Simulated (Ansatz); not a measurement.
Base system: Ag in the fcc (Cu type) structure (space group Fm-3m, No. 225; relaxed with 0.1 eV smearing).

```yaml
crystal:
  lattice:
    - [0.00000, 2.07416, 2.07416]
    - [2.07416, 0.00000, 2.07416]
    - [2.07416, 2.07416, 0.00000]
  atoms:
    - { symbol: Ag, position: [0.00000, 0.00000, 0.00000] }
```

Cartesian axes are those of the cell as printed.

Method: PBE (Ansatz, a first-principles code, PAW, spin-orbit coupling left out).

It is then changed as follows: every lattice vector is stretched by 1.00 %; the atoms relax in the strained cell.

Question: Predict the stress tensor and what it implies for the stiffness.

Answer: Stress of the strained cell less that of the base (GPa, compression positive):
```
   -2.5     0.0     0.0
    0.0    -2.5     0.0
    0.0     0.0    -2.5
```

Then B = −ΔP/(ΔV/V₀) with ΔV/V₀ = 0.0303 gives secant stiffness values (nonlinear terms included at this strain): B ≈ 82 GPa.

As a check, the harmonic strain energy −½ V₀ Δσ:ε is 4.2 meV/atom; the computed energy rise is 4.3 meV/atom.

No phonon test of stability was made.
